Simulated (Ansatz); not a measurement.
The starting structures come from a database of crystals and need not be the phases stable at ambient conditions.

 Where the default PAW files enter, the runs use the earlier of Ansatz's two default sets.

The decay constant κ of evanescent states in the gap governs leakage through a thin film.

Input:

```xyz
12
Lattice="3.8423 0.0000 0.0000 1.9211 6.2766 0.0000 0.0000 1.9669 6.4555" Properties=species:S:1:pos:R:3 pbc="T T T"
Ti     3.8423     3.8603     4.6237
Ti     1.9211     4.3832     1.8318
Ti     1.9211     6.4195     4.5860
Ti     3.8423     1.8241     1.8695
O      1.9211     6.2719     2.3884
O      3.8423     1.9717     4.0671
O      3.8423     5.9332     4.5615
O      1.9211     2.3103     1.8941
O      1.9211     4.6187     0.0304
O      3.8423     3.6248     6.4251
O      3.8423     3.9912     2.2433
O      1.9211     4.2524     4.2122
```

Space group of this cell: C2/m. The cell is strained (all lengths scaled by 1.02); by r2SCAN its mean pressure is -15.6 GPa.

Transport runs along the normal of the first two printed cell vectors.

The gap is the functional's own. No spin-orbit coupling. Mid-gap values are interpolated on the energy grid.

Question: Estimate the band gap and the smallest decay constant κ at mid-gap that Ansatz (an electronic-structure program) with r2SCAN returns for this system.

Answer: Gap 2.89 eV on a 8×8×6 mesh; κ = 0.377 1/Å, at the zone centre.
